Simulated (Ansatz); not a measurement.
Cost and result by functional for the surface energy of the (21-33) surface of hcp Os in its 1x1 cell, outermost plane spacing 0.13 Å in the ideal cut, in Ansatz (plane waves, PAW). Single points on the PBE structure, on one kind of machine; costs are rough ratios of the slab run's core time (references not counted) to the cheapest single point. r2SCAN's cost holds its higher cutoff (500 against 420 eV). Differences are taken against r2SCAN for comparison alone: no measured value is at hand, so the table doesn't rank accuracy.

Model: 28-atom slab, 10.1 Å thick at the start (thin: gaps and levels are the slab's own), 8x5x1 mesh, Fermi-Dirac 0.1 eV, dipole correction, all atoms relaxed; symmetry of the start imposed; no spin, no spin-orbit, no U. These notes are the PBE run's.

```
functional                     relative cost  surface energy (J/m²)  less r2SCAN (J/m²)
-----------------------------  -------------  ---------------------  ------------------
LDA                                        1                   4.36                0.32
PBEsol                                     1                   4.22                0.18
RPBE                                       1                   3.52               -0.52
r2SCAN                                     2                   4.04                0.00
PBE (the relaxed run's value)              –                   3.76               -0.28
```

The values span 0.84 J/m², while the single points' costs differ by a factor of roughly 2. Differences are of unrounded values.

Ansatz is an electronic-structure program.
